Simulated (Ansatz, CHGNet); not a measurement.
**HfO2 (P4₂/nmc, No. 137; high-temperature phase): properties by level of theory**

| level (code) | lattice constant a (Å) | lattice parameter c (Å) |
|---|---|---|
| CHGNet-r²SCAN (CHGNet) | 3.561 | (withheld) |
| LDA (Ansatz) | 3.537 | 5.102 |
| r²SCAN (Ansatz) | (withheld) | 5.203 |

Task: Some entries are withheld; supply them.

Result: 
- CHGNet-r²SCAN (CHGNet), lattice parameter c (Å): 5.196
- r²SCAN (Ansatz, an electronic-structure program), lattice constant a (Å): 3.577

Caveats: the relaxation could not lower the start's symmetry, so the cell can be a saddle point above a distorted one (CHGNet-r²SCAN, LDA, r²SCAN). Ansatz's density-functional and Hartree–Fock values are scalar-relativistic unless marked +SOC, with PAW data made under PBE.
